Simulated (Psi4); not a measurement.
Psi4 1.11, PBE0/def2-svpd: W(NH)(Cl)3(OH) ([NH]=[W]([OH])([Cl])([Cl])[Cl]), 8 atoms. The geometry is a generated start, not checked to be a minimum at this level.

```yaml
task: energy
method: pbe0
basis: def2-svpd
memory: 3 GB
maxiter: 100
keys_of_the_molecule_block: symmetry c1
scf_type: df (default)
e_convergence: 1e-06 (default)
d_convergence: 1e-06 (default)
dft_radial_points: 75 (default)
dft_spherical_points: 302 (default)
effective_core_potentials: those of the basis set, past Kr
basis_functions: 175
grid_points: 172207
```

```xyz
8

W      0.0136     0.0341    -0.0604
N      0.1980     0.9822    -1.5353
H      0.3133     1.5307    -2.3863
Cl    -1.8682    -1.0114    -0.7712
Cl    -0.1783     1.8514     1.2816
Cl     2.0218    -0.9961    -0.2775
O     -0.1761    -0.9486     1.4704
H     -0.3239    -1.4421     2.2787
```

Charge 0 and multiplicity 1 are set for this test and not shown to be the ground state.

With the defaults (diis = true, scf_initial_accelerator = adiis, damping_percentage = 0, guess = auto, which took SAD, soscf = false, soscf_start_convergence = 0.01, diis_max_vecs = 10) it converges in 11 SCF iterations. One run each on 2 threads, with these changes:
- guess = modhuckel
- soscf = true
- diis = false, scf_initial_accelerator = none, damping_percentage = 60
- soscf = true, soscf_start_convergence = 0.1
- guess = sadno
- guess = sapgau
- scf_initial_accelerator = ediis
- guess = core
- diis_max_vecs = 3

**Question.** Which runs fail or end elsewhere than the default run?

**Answer.** No convergence: diis = false, scf_initial_accelerator = none, damping_percentage = 60 (the run ends without SCF convergence in 100 iterations). The rest reach the solution of the defaults.

```json
[
 {"setting": "soscf = true, soscf_start_convergence = 0.1", "SCF iterations": "9", "JK calls": "40", "end": "same solution"},
 {"setting": "soscf = true", "SCF iterations": "10", "JK calls": "41", "end": "same solution"},
 {"setting": "the defaults", "SCF iterations": "11", "JK calls": "12", "end": "same solution"},
 {"setting": "scf_initial_accelerator = ediis", "SCF iterations": "11", "JK calls": "12", "end": "same solution"},
 {"setting": "guess = modhuckel", "SCF iterations": "13", "JK calls": "52", "end": "same solution"},
 {"setting": "guess = sadno", "SCF iterations": "14", "JK calls": "14", "end": "same solution"},
 {"setting": "guess = core", "SCF iterations": "16", "JK calls": "16", "end": "same solution"},
 {"setting": "guess = sapgau", "SCF iterations": "22", "JK calls": "22", "end": "same solution"},
 {"setting": "diis_max_vecs = 3", "SCF iterations": "27", "JK calls": "28", "end": "same solution"},
 {"setting": "diis = false, scf_initial_accelerator = none, damping_percentage = 60", "SCF iterations": "100", "JK calls": "101", "end": "no convergence"}
]
```

An SOSCF iteration holds several JK calls; a Hückel guess adds calls on atoms. 1 further run of the study ended by our limits or in an error and is left out.
